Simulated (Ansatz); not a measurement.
Base system: a 16-atom supercell of Si in the diamond structure (space group Fd-3m, No. 227; a = 5.444 Å) at its relaxed geometry.

Method: r2SCAN, PAW, 500 eV (Ansatz, an electronic-structure program; scalar-relativistic without spin-orbit coupling), earlier PAW set.

One neutral defect a cell, atoms relaxed at fixed cell.

One change was made to it. Results:

The pressure goes from zero to 0.6 GPa; the largest displacement of a host atom from its site in the perfect cell amounts to 0.03 Å.

**Question.** Name the change that was made.
A. Ti on a Si site
B. Ge on a Si site
C. Si interstitial (started 2.36 Å from the nearest host atom), symmetric start

**Answer.** B, Ge on a Si site. For comparison, the pressure in the other runs: Si interstitial (started 2.36 Å from the nearest host atom), symmetric start gives 3.2 GPa; Ti on a Si site gives 2.7 GPa.

The magnetic state is the one reached from the starting moments; the real material's order can differ, and small cells can't hold many antiferromagnetic ones. The cell is small, so the values are those of an ordered compound at a high defect concentration; dilute-limit values will differ. A case with no gap was solved on a k-mesh chosen for an insulator, which is coarse for it. Defects with a symmetric start kept the site's symmetry and may sit on a saddle; the others started slightly shaken. Seeded moments were not kept for Ge on a Si site, Si interstitial (started 2.36 Å from the nearest host atom) and Ti on a Si site.
